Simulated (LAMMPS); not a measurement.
Consider a melt made from Cu (fcc), 256 atoms, at 1360 K and 0 GPa, brought to that temperature within a few picoseconds in molecular dynamics.

Method: classical MD, pair style bop, file AlCu.bop.table, run in LAMMPS.

| r (Å) | g(r) |
|---|---|
| 1.780 | 0.000 |
| 1.820 | 0.015 |
| 1.860 | 0.015 |
| 1.900 | 0.025 |
| 1.940 | 0.034 |
| 1.980 | 0.101 |
| 2.020 | 0.148 |
| 2.060 | 0.266 |
| 2.100 | 0.419 |
| 2.140 | 0.666 |
| 2.180 | 0.936 |
| 2.220 | 1.29 |
| 2.260 | 1.60 |
| 2.300 | 1.84 |
| 2.340 | 2.27 |
| 2.380 | 2.38 |
| 2.420 | 2.66 |
| 2.460 | 2.67 |
| 2.500 | 2.74 |
| 2.540 | 2.46 |
| 2.580 | 2.46 |
| 2.620 | 2.32 |
| 2.660 | 2.08 |
| 2.700 | 1.93 |
| 2.740 | 1.66 |
| 2.780 | 1.48 |
| 2.820 | 1.27 |
| 2.860 | 1.18 |
| 2.900 | 1.03 |
| 2.940 | 0.946 |
| 2.980 | 0.915 |
| 3.020 | 0.774 |
| 3.060 | 0.750 |
| 3.100 | 0.676 |
| 3.140 | 0.640 |
| 3.180 | 0.639 |
| 3.220 | 0.608 |
| 3.260 | 0.597 |
| 3.300 | 0.552 |
| 3.340 | 0.569 |
| 3.380 | 0.587 |
| 3.420 | 0.579 |
| 3.460 | 0.638 |
| 3.500 | 0.582 |
| 3.540 | 0.652 |
| 3.580 | 0.583 |
| 3.620 | 0.628 |
| 3.660 | 0.625 |
| 3.700 | 0.625 |
| 3.740 | 0.677 |
| 3.780 | 0.652 |
| 3.820 | 0.748 |
| 3.860 | 0.761 |
| 3.900 | 0.789 |
| 3.940 | 0.780 |
| 3.980 | 0.831 |
| 4.020 | 0.889 |
| 4.060 | 0.931 |
| 4.100 | 0.951 |
| 4.140 | 1.02 |
| 4.180 | 1.01 |
| 4.220 | 1.09 |
| 4.260 | 1.09 |
| 4.300 | 1.13 |
| 4.340 | 1.16 |
| 4.380 | 1.26 |
| 4.420 | 1.23 |
| 4.460 | 1.24 |
| 4.500 | 1.29 |
| 4.540 | 1.25 |
| 4.580 | 1.29 |
| 4.620 | 1.30 |
| 4.660 | 1.30 |
| 4.700 | 1.29 |
| 4.740 | 1.28 |
| 4.780 | 1.30 |
| 4.820 | 1.28 |
| 4.860 | 1.26 |
| 4.900 | 1.23 |
| 4.940 | 1.19 |
| 4.980 | 1.17 |
| 5.020 | 1.10 |
| 5.060 | 1.11 |
| 5.100 | 1.01 |
| 5.140 | 1.01 |
| 5.180 | 0.986 |
| 5.220 | 0.955 |
| 5.260 | 0.914 |
| 5.300 | 0.864 |
| 5.340 | 0.863 |
| 5.380 | 0.823 |
| 5.420 | 0.823 |
| 5.460 | 0.832 |
| 5.500 | 0.831 |
| 5.540 | 0.818 |
| 5.580 | 0.825 |
| 5.620 | 0.788 |
| 5.660 | 0.832 |
| 5.700 | 0.832 |
| 5.740 | 0.835 |
| 5.780 | 0.856 |

Read from the full data:
- state found: liquid
- first peak of g(r): 2.47 Å, height 2.7
- coordination number: 13.1 (counted to 3.38 Å)
